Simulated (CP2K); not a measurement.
Band structure of BaCu (P6_3/mmc, 8 atoms in the cell).

```
CELL_PARAMETERS angstrom
      4.42690     0.00000     0.00000
     -2.21345     3.83381     0.00000
      0.00000     0.00000    16.83050
ATOMIC_POSITIONS crystal
  Ba 0.33333 0.66667 0.37623
  Ba 0.66667 0.33333 0.62377
  Ba 0.66667 0.33333 0.87623
  Ba 0.33333 0.66667 0.12377
  Cu 0.66667 0.33333 0.25000
  Cu 0.33333 0.66667 0.75000
  Cu 0.00000 0.00000 0.75000
  Cu 0.00000 0.00000 0.25000
```

Computed with PBEsol, GPW, TZVP-MOLOPT-SR-GTH basis, GTH-PBE potentials (GTH_POTENTIALS) run with CP2K.

Settings: CUTOFF = 600 Ry; REL_CUTOFF = 50 Ry; SMEAR/METHOD = GAUSSIAN; SIGMA = 0.2 eV; KPOINTS/SCHEME = MONKHORST-PACK 4 4 1; GAMMA_CENTERED = T; XC_FUNCTIONAL = PBE:PBESOL; Ba/BASIS_SET = TZVP-MOLOPT-SR-GTH-q10; Ba/POTENTIAL = GTH-PBE-q10; Cu/BASIS_SET = TZVP-MOLOPT-SR-GTH-q11; Cu/POTENTIAL = GTH-PBE-q11; METHOD = GPW; EPS_DEFAULT = 1e-10; EXTRAPOLATION = USE_GUESS.

The starting cell comes from a database of computed structures (which also holds hypothetical and non-ambient phases and stackings), without a prior relaxation at this level. Its lattice was rescaled by a random factor within 2.5 % of one. Spin polarisation is off. Values carry the incompleteness of an atom-centred basis. The potentials were made for another functional than the one used.

Levels in eV from the Fermi level, bands 39 to 44:
| point | 39 | 40 | 41 | 42 | 43 | 44 |
|---|---|---|---|---|---|---|
| Γ | -2.40 | -1.74 | -0.75 | 0.44 | 0.50 | 1.09 |
| M | -1.77 | -1.76 | -0.34 | -0.30 | 0.35 | 0.48 |
| K | -1.91 | -1.91 | -0.50 | -0.50 | 0.39 | 0.46 |
| A | -2.12 | -2.12 | -0.23 | -0.23 | 0.92 | 0.92 |
| L | -1.77 | -1.77 | -0.30 | -0.30 | 0.37 | 0.37 |
| H | -1.91 | -1.91 | -0.51 | -0.51 | 0.42 | 0.42 |

Bands cross the Fermi level along this path, so the cell is metallic at this level.

Higher empty bands are left out: an atom-centred basis made for the valence describes them poorly.
